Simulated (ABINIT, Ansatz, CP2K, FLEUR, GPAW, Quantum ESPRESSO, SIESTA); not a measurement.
One structure in several programs: NaF (Fm-3m, 2 atoms in the cell)

Self-consistent single point, at a second geometry (lattice scaled by 0.98). First geometry:

```xyz
2
Lattice="0.0000 2.3150 2.3150 2.3150 0.0000 2.3150 2.3150 2.3150 0.0000" Properties=species:S:1:pos:R:3 pbc="T T T"
Na     0.0000     0.0000     0.0000
F      2.3150     2.3150     2.3150
```

Shared settings, as Ansatz (an electronic-structure program) writes them: kpoints.mp_grid.grid = 6 6 6; scf.occupations.method = fermi_dirac; scf.occupations.width = 0.05 eV. Potentials and cutoffs stand in the table.

```json
[
 {"code": "Ansatz", "model": "PBE, default PAW files", "ΔF from the first geometry (meV/atom)": "18.5", "pressure (GPa)": "5.57", "gap on the mesh (eV)": "6.672", "cutoff": "420 eV"},
 {"code": "CP2K", "model": "PBE, GPW, DZVP-MOLOPT-SR-GTH basis, GTH-PBE potentials (GTH_POTENTIALS)", "ΔF from the first geometry (meV/atom)": "14.7", "pressure (GPa)": "5.48", "gap on the mesh (eV)": "6.809", "cutoff": "grid 950 Ry"},
 {"code": "GPAW", "model": "PBE, GPAW PAW datasets PBE (gpaw-data 1.0.1)", "ΔF from the first geometry (meV/atom)": "19.0", "pressure (GPa)": "–", "gap on the mesh (eV)": "6.690", "cutoff": "900 eV"},
 {"code": "Quantum ESPRESSO", "model": "PBE, PseudoDojo standard norm-conserving (PBE) pseudopotentials", "ΔF from the first geometry (meV/atom)": "18.2", "pressure (GPa)": "5.97", "gap on the mesh (eV)": "6.699", "cutoff": "90 Ry"},
 {"code": "FLEUR", "model": "PBE, all-electron FLAPW (FLEUR), scalar-relativistic valence", "ΔF from the first geometry (meV/atom)": "19.3", "pressure (GPa)": "–", "gap on the mesh (eV)": "6.916", "cutoff": "Kmax 4.2 1/bohr"},
 {"code": "SIESTA", "model": "GGA PBE, numerical atomic orbitals DZP, PseudoDojo PBE standard norm-conserving potentials (rewritten from UPF to PSML)", "ΔF from the first geometry (meV/atom)": "5.6", "pressure (GPa)": "3.15", "gap on the mesh (eV)": "6.521", "cutoff": "grid 300 Ry"},
 {"code": "ABINIT", "model": "PBE, norm-conserving pseudopotentials (PseudoDojo nc-sr-05 PBE standard)", "ΔF from the first geometry (meV/atom)": "18.2", "pressure (GPa)": "5.98", "gap on the mesh (eV)": "6.699", "cutoff": "44 Ha"}
]
```

For Ansatz (by 0.5 GPa) the energy change implies a higher mean pressure, against the two pressures, than for the other programs: a sign of finite-basis (Pulay) stress.

A dash marks a value that a program does not give, or that is left out as unsure.

Gaps are read on the mesh.

The spread over the programs that give each value: ΔF from the first geometry within 13.7 meV/atom; pressure within 2.83 GPa; gap on the mesh within 0.395 eV.

CP2K and SIESTA use small atom-centred bases, whose incompleteness enters pressures, forces and empty levels differently from a plane-wave cutoff. FLEUR treats all electrons, but the usual bases taken here (sphere radii, linearisation, local orbitals, empty states) were not tested for convergence, so the values are no reference for the others. Ansatz's pressure is given at a fixed set of plane waves, as the other plane-wave codes print theirs; with its correction for the finite basis it is 6.07 GPa (the shift of 0.49 GPa shows how far the cutoff is from converged). The pressure of GPAW is left out: its cutoff lies under the one at which its stress was checked. In the pressure, SIESTA (by 2.82) lies more than 1 GPa from the median of the plane-wave programs. In the gap, FLEUR (by 0.222) and SIESTA (by 0.173) lie more than 0.12 eV from the median of the plane-wave programs.

The starting cell has typed, rounded lattice constants, without a prior relaxation at this level. For this run, on top of that: lattice scaled by 0.98.

Keys are those of Ansatz 0.2.
